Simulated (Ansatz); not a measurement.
## ZnO (model structure, started from the BN type, Pm-3n, No. 223, 12 atoms in the cell)

Computed with r²SCAN+rVV10 in Ansatz (PAW).

Numerical settings: plane-wave cutoff 560 eV, 6×6×6 k mesh, Fermi–Dirac smearing 0.01 eV, scalar-relativistic PAW data made under PBE.

Cell (relaxed at this level):

```cif
data_O6Zn6
_chemical_formula_sum 'Zn6 O6'
_space_group_name_H-M_alt 'Pm-3n'
_space_group_IT_number 223
_space_group_name_Hall '-P 4n 2 3'
_cell_length_a 5.56540
_cell_length_b 5.56540
_cell_length_c 5.56540
_cell_angle_alpha 90.000
_cell_angle_beta 90.000
_cell_angle_gamma 90.000
loop_
_atom_site_label
_atom_site_type_symbol
_atom_site_symmetry_multiplicity
_atom_site_Wyckoff_symbol
_atom_site_fract_x
_atom_site_fract_y
_atom_site_fract_z
_atom_site_occupancy
Zn1 Zn 6 c 0.00000 0.50000 0.25000 1
O1 O 6 d 0.00000 0.25000 0.50000 1
```

```yaml
band_gap: 1.28 eV (direct)
```

Note: the relaxation could raise the start's symmetry but not lower it, so the cell can be a saddle point.

Computing time: very roughly 40 core-seconds.

A model structure was made by putting elements into a prototype or built by hand; it is no filed structure, need not be a known phase, and can be a saddle point held by its symmetry.

Ansatz is a quantum-chemistry and plane-wave program.
